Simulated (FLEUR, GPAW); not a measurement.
A GPAW input for a self-consistent single point of AlAs (F-43m, 2 atoms in the cell) (DFT PBEsol, plane waves, GPAW PAW datasets PBEsol (made by gpaw-setup)):

```python
from ase import Atoms
from ase.units import GPa
from gpaw import GPAW

atoms = Atoms(['Al', 'As'],
              cell=[[0.000000, 2.827116, 2.827116],
                    [2.827116, 0.000000, 2.827116],
                    [2.827116, 2.827116, 0.000000]],
              scaled_positions=[[0.000000, 0.000000, 0.000000],
                                [0.750000, 0.750000, 0.750000]],
              pbc=True)

calc = GPAW(mode={'name': 'pw', 'ecut': 600},
            xc='PBEsol',
            kpts={'size': (10, 10, 10), 'gamma': True},
            occupations={'name': 'fermi-dirac', 'width': 0.0},
            nbands=-4,
            convergence={'bands': -2},
            symmetry={'symmorphic': False, 'tolerance': 0.0005},
            maxiter=100,
            txt='-')

atoms.calc = calc

energy = atoms.get_potential_energy()
print('Energy (eV):', round(energy, 6))
forces = atoms.get_forces()
print('Forces (eV/Ang):')
print(forces.round(5))
stress = atoms.get_stress()
print('Stress (GPa, Voigt):', (stress / GPa).round(4))
```

Q: Give the FLEUR input for the same structure, mesh, smearing and functional.

A: One input that does it (others would too):

Input of the input generator:

```
AlAs FLAPW
&input film=f /
0.0000000000 5.3424749625 5.3424749625
5.3424749625 -0.0000000000 5.3424749625
5.3424749625 5.3424749625 0.0000000000
1.0
1.0 1.0 1.0

2
13 0.0000000000 0.0000000000 0.0000000000
33 0.7500000000 0.7500000000 0.7500000000

&comp jspins=1 /
&exco xctyp='PBEs' /
&kpt div1=10 div2=10 div3=10 gamma=t /
&end /
```

```xml
<?xml version="1.0" encoding="UTF-8" standalone="no"?>
<fleurInput fleurInputVersion="0.39">
   <comment>
      AlAs FLAPW                                                                                          
   </comment>
   <calculationSetup>
      <cutoffs Kmax="3.9" Gmax="11.7" GmaxXC="11.7" numbands="0"/>
      <scfLoop itmax="100" minDistance="0.00001" maxIterBroyd="40" imix="Anderson" alpha="0.05" precondParam="0.0" spinf="2.0"/>
      <coreElectrons ctail="T" frcor="F" kcrel="0" coretail_lmax="0"/>
      <xcFunctional name="PBEs" relativisticCorrections="F"/>
      <magnetism jspins="1"/>
      <soc l_soc="F" theta="0.0" phi="0.0" spav="F"/>
      <expertModes spex="0" secvar="F"/>
      <geometryOptimization l_f="T" forcealpha="1.0" forcemix="BFGS" epsdisp="0.00001" epsforce="0.00001"/>
      <ldaU l_linMix="F" mixParam="0.05" spinf="1.0"/>
   </calculationSetup>
   <cell>
      <bzIntegration valenceElectrons="18.0" mode="hist" fermiSmearingEnergy="0.0001">
         <kPointListSelection listName="default-1"/>
         <!-- k-points included here -->
         <xi:include xmlns:xi="http://www.w3.org/2001/XInclude" href="kpts.xml"> </xi:include>
      </bzIntegration>
      <!-- symmetry operations included here -->
      <xi:include xmlns:xi="http://www.w3.org/2001/XInclude" href="sym.xml"> </xi:include>
      <bulkLattice scale="1.0">
         <bravaisMatrix>
            <row-1>    0.0000000000000000     5.3424749624999999     5.3424749624999999</row-1>
            <row-2>    5.3424749624999999     0.0000000000000000     5.3424749624999999</row-2>
            <row-3>    5.3424749624999999     5.3424749624999999     0.0000000000000000</row-3>
         </bravaisMatrix>
      </bulkLattice>
   </cell>
   <atomSpecies>
      <species name="Aluminum (Al)" element="Al" atomicNumber="13">
         <mtSphere radius="1.70" gridPoints="589" logIncrement="0.019"/>
         <atomicCutoffs lmax="6" lnonsphr="4"/>
         <electronConfig flipSpins="F">
            <coreConfig>(1s1/2) (2s1/2) (2p1/2) (2p3/2)</coreConfig>
            <valenceConfig>(3s1/2) (3p1/2) (3p3/2)</valenceConfig>
            <stateOccupation state="(3p1/2)" spinUp="0.1666666666667" spinDown="0.1666666666667"/>
            <stateOccupation state="(3p3/2)" spinUp="0.3333333333333" spinDown="0.3333333333333"/>
         </electronConfig>
         <energyParameters s="3" p="3" d="3" f="4"/>
      </species>
      <species name="Arsenic (As)" element="As" atomicNumber="33">
         <mtSphere radius="2.62" gridPoints="903" logIncrement="0.014"/>
         <atomicCutoffs lmax="10" lnonsphr="8"/>
         <electronConfig flipSpins="F">
            <coreConfig>(1s1/2) (2s1/2) (2p1/2) (2p3/2) (3s1/2) (3p1/2) (3p3/2)</coreConfig>
            <valenceConfig>(4s1/2) (3d3/2) (3d5/2) (4p1/2) (4p3/2)</valenceConfig>
            <stateOccupation state="(4p1/2)" spinUp="0.5" spinDown="0.5"/>
            <stateOccupation state="(4p3/2)" spinUp="1.0" spinDown="1.0"/>
         </electronConfig>
         <energyParameters s="4" p="4" d="3" f="4"/>
      </species>
   </atomSpecies>
   <atomGroups>
      <atomGroup species="Aluminum (Al)">
         <relPos label="                   1">.0000000000 .0000000000 .0000000000</relPos>
         <force calculate="T" relaxXYZ="TTT"/>
      </atomGroup>
      <atomGroup species="Arsenic (As)">
         <relPos label="                   2">-1.000/4.000 -1.000/4.000 -1.000/4.000</relPos>
         <force calculate="T" relaxXYZ="TTT"/>
      </atomGroup>
   </atomGroups>
   <output dos="F" band="F" slice="F">
      <checks vchk="F" cdinf="F"/>
      <bandDOS minEnergy="-.5*Htr" maxEnergy="0.5*Htr" sigma="0.015" storeEVData="T"/>
      <vacuumDOS vacdos="F" integ="F" star="F" nstars="0" locx1="0.0" locy1="0.0" locx2="0.0" locy2="0.0" nstm="0" tworkf="0.0"/>
      <unfoldingBand unfoldBand="F" supercellX="1" supercellY="1" supercellZ="1"/>
      <plotting iplot="0" polar="F">
         <plot TwoD="T" vec1="  1.0  0.0  0.0" vec2="  0.0  1.0  0.0" vec3="  0.0  0.0  1.0" zero="  0.0  0.0  0.0" file="plot"/>
      </plotting>
      <chargeDensitySlicing numkpt="0" minEigenval="0.0" maxEigenval="0.0" nnne="0" pallst="F"/>
      <specialOutput eonly="F"/>
      <magneticCircularDichroism mcd="F" energyLo="-10.0" energyUp="0.0"/>
   </output>
  <!-- We include the file relax.xml here to enable relaxations (see documentation) -->
  <xi:include xmlns:xi="http://www.w3.org/2001/XInclude" href="relax.xml"> <xi:fallback/> </xi:include>
</fleurInput>
```

Basis settings and potentials, where a program has them, do not carry over. This input uses DFT, PBEsol, all-electron FLAPW (FLEUR), scalar-relativistic valence.

The starting cell comes from a database of computed structures (which also holds hypothetical and non-ambient phases and stackings), without a prior relaxation at this level. Its lattice was rescaled by a random factor within 2.5 % of one.
